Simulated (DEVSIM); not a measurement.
# illuminated Si n-on-p cell, one wavelength

System: illuminated Si n-on-p cell, one wavelength, at 300 K.

```csv
layer (left to right),material,thickness (μm),Nd (cm⁻³),Na (cm⁻³),τn (s),τp (s),absorption coefficient (cm⁻¹)
1,Si,0.730,1.6e18,-,6.7e-5,5.5e-5,23000
2,Si,41.0,-,2e17,0.00013,0.00042,23000
```

Left contact: ohmic, minority hole recombination velocity 30000 cm/s. Right contact: ohmic, minority electron recombination velocity 20 cm/s. Voltage is applied to the left contact. Recombination: SRH at mid-gap, radiative, Auger. Light enters at the left, 5.2e16 photons cm⁻² s⁻¹, one pass, no reflection. Mobility is μmin + (μ − μmin)/(1 + (N/Nref)^α).

The device is made up for the run: typed textbook-type constants, with dimensions and the other settings drawn at random. Values at 300 K.

```csv
parameter,Si
gap (eV),1.124
affinity (eV),4.05
permittivity,11.7
Nc (cm⁻³),2.86e19
Nv (cm⁻³),3.1e19
μn (cm²/Vs),1417
μp (cm²/Vs),470
"μn,min",52
"μp,min",45
"Nref,n",9.7e16
"Nref,p",2.2e17
αn,0.68
αp,0.72
B (cm³/s),4.7e-15
Cn (cm⁶/s),2.8e-31
Cp (cm⁶/s),9.9e-32
```

Simulated with DEVSIM: 1D drift-diffusion, Boltzmann statistics, complete ionisation; no tunnelling, impact ionisation, image-force lowering or self-heating.

```
Item                                                      Result
---------------------------------------------------  -----------
Potential step across the device at zero bias            0.919 V
Largest field in the device at zero bias             220000 V/cm
Dark forward voltage at 1 A/cm²                          0.754 V
Dark forward voltage at 100 A/cm²                        0.895 V
Short-circuit current                                6.63 mA/cm²
Open-circuit voltage                                     0.624 V
Fill factor                                                 0.83
Largest power                                        3.44 mW/cm²
Share of generated pairs collected at short circuit        0.796
```

Dark forward current:

```csv
V (V),J (A/cm²)
-0.25,-3.7e-9
-0.30,-2.5e-8
-0.35,-1.7e-7
-0.40,-1.1e-6
-0.45,-7.9e-6
-0.50,-5.5e-5
-0.55,-0.00038
-0.60,-0.0026
-0.65,-0.018
-0.70,-0.12
-0.75,-0.85
-0.80,-5.4
-0.85,-28
-0.90,-120
-0.95,-410
-1.00,-1300
-1.05,-3000
```

Current under light (generator sign):

```json
[
 {"V (V)": "0.00", "J (mA/cm²)": "6.63"},
 {"V (V)": "0.08", "J (mA/cm²)": "6.63"},
 {"V (V)": "0.18", "J (mA/cm²)": "6.63"},
 {"V (V)": "0.28", "J (mA/cm²)": "6.63"},
 {"V (V)": "0.38", "J (mA/cm²)": "6.63"},
 {"V (V)": "0.48", "J (mA/cm²)": "6.60"},
 {"V (V)": "0.50", "J (mA/cm²)": "6.57"},
 {"V (V)": "0.52", "J (mA/cm²)": "6.50"},
 {"V (V)": "0.54", "J (mA/cm²)": "6.37"},
 {"V (V)": "0.56", "J (mA/cm²)": "6.07"},
 {"V (V)": "0.58", "J (mA/cm²)": "5.42"},
 {"V (V)": "0.60", "J (mA/cm²)": "4.01"},
 {"V (V)": "0.62", "J (mA/cm²)": "0.966"},
 {"V (V)": "0.64", "J (mA/cm²)": "-5.63"}
]
```
